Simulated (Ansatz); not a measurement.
# A computed series for HgSe: pressure series

Consider HgSe in the zinc blende structure (space group F-43m, No. 216).

Space group F-43m (No. 216); a = b = c = 6.0630 Å, α = β = γ = 90.00°

| atom | site | symmetry | x | y | z |
|---|---|---|---|---|---|
| Hg | 4a | -43m | 0.0000 | 0.0000 | 0.0000 |
| Se | 4d | -43m | 0.7500 | 0.7500 | 0.7500 |
(The calculation used a cell of 2 atoms; values per cell refer to that cell.)

Cell and atoms are relaxed at each pressure.

Level of theory: LDA (Ansatz, a first-principles code; PAW; 420 eV plane waves; without spin-orbit coupling).

Notes on the quantities. enthalpy: H = E + PV relative to the base's energy.

```tsv
variant	lattice parameter a	enthalpy
base	6.063 Å	–
pressure −2 GPa	6.141 Å	-0.35 eV/atom
pressure −1 GPa	6.100 Å	-0.18 eV/atom
pressure 0.9 GPa	6.033 Å	+0.16 eV/atom
pressure 2.1 GPa	5.996 Å	+0.36 eV/atom
pressure 4.5 GPa	5.931 Å	+0.76 eV/atom
pressure 9 GPa	5.833 Å	+1.47 eV/atom
pressure 15 GPa	5.730 Å	+2.37 eV/atom
pressure 22.5 GPa	5.629 Å	+3.44 eV/atom
pressure 30 GPa	5.547 Å	+4.46 eV/atom
```

The mesh was chosen for an insulator and is coarse for the gapless case. Load acts through the strain it causes; cell and atoms are relaxed under it. Whether these cells are dynamically stable was not tested. Tetrahedral semiconductors of this kind turn to denser phases somewhere between about 1 and 50 GPa; those were not computed, so compressed cells here can lie past the real transition. All final runs are without spin polarisation.
